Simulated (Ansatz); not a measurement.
TaC (Fm-3m), PBEsol, DFPT electron-phonon coupling, linearised Boltzmann equation in Ansatz (a quantum-chemistry and plane-wave program): phonon-limited resistivity 15.0 μΩ·cm at 300 K, 21.1 μΩ·cm at 400 K, current-weighted mean free path 4.7 nm, Drude plasma energy 8.31 eV.

Problem. Estimate the resistivity of a 80 nm square wire with diffuse walls from ρ ≈ ρ₀(1 + 3ℓ/4d).

Solution. 1 + 0.75 × 4.7/80 = 1.04, so ρ ≈ 15.7 μΩ·cm and a line 1 μm long has 24.5 Ω. The formula is the free-electron limit for d well above ℓ; grain boundaries add to it.

Problem. What temperature coefficient of resistance follows, and how does it compare with 1/T?

Solution. (ρ₄₀₀ − ρ₃₀₀)/(100 K × ρ₃₀₀) = 4.07×10⁻³ K⁻¹, against 1/T = 3.33×10⁻³ K⁻¹ for a resistivity proportional to T. It lies higher because phonons are still being populated at 300 K; impurities would add a constant and lower it.

Problem. What Drude relaxation time do resistivity and plasma energy imply?

Solution. ω_p = 1.26e16 s⁻¹, so τ = 1/(ε₀ ω_p² ρ) = 4.72 fs, a damping ħ/τ of 139 meV.

A metal at this level (no band gap). Only scattering by harmonic phonons is included (no impurities, grain boundaries, electron-electron scattering or thermal expansion). Spin-orbit coupling is left out, which matters with elements this heavy. The squared frequency of the phonon mode least converged on the k mesh is uncertain by about 23 %. Halving the electron mesh (32x32x32) moves the resistivity by up to 4 % at 300 K, the mean free path by up to 8 %. Smearing 0.20 eV; phonons on a 5x5x5 q mesh, which this run doesn't test.
